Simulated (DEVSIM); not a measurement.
Model (solved in DEVSIM): 1D Poisson equation in equilibrium, Boltzmann statistics, complete ionisation; no quantum confinement or tunnelling. Metal contacts follow the ideal Schottky-Mott rule: no Fermi-level pinning, no interface dipoles.

System: Ti/La2O3/p-InP capacitor, at 300 K.

```
layer (left to right)  material  thickness (nm)  Na (cm⁻³)
---------------------  --------  --------------  ---------
1                         La2O3            3.00          -
2                           InP            3200     3.8e16
```

Metal gate on the left, work function 4.33 eV. Fixed charge at the semiconductor interface 1.2e12 cm⁻² (in units of +e); interface traps 1.1e12 cm⁻² eV⁻¹, uniform in energy, neutral level at 0.3 of the gap above the valence band.

Constants are typed, rounded textbook-type inputs, not results; the design itself was drawn at random and stands for no fabricated device. Values at 300 K; Nc and Nv go as T^1.5, mobilities as T to minus their exponent, the gap by Varshni's rule with the affinity fixed.

```tsv
parameter	La2O3	InP
gap (eV)	5.8	1.344
affinity (eV)	1.8	4.38
permittivity	27	12.5
Nc (cm⁻³)	-	5.7e17
Nv (cm⁻³)	-	1.1e19
Varshni α (eV/K)	-	0.000363
Varshni β (K)	-	162
```

One input was changed, with this effect: minimum of the low-frequency capacitance 0.229 → 0.107 μF/cm²; flat-band voltage little changed (-1.27 V); threshold voltage (band bending 2φF) -0.11 → -0.12 V.

Q: Which change was it?
A. fixed charge 1.2e+12 → 1.155e+13 cm^-2
B. substrate doping 3.8e+16 → 1.9e+16 cm^-3
C. interface trap density 1.1e+12 → 3e+11 cm^-2 eV^-1
D. temperature 300 → 350 K

A: C, interface trap density 1.1e+12 → 3e+11 cm^-2 eV^-1
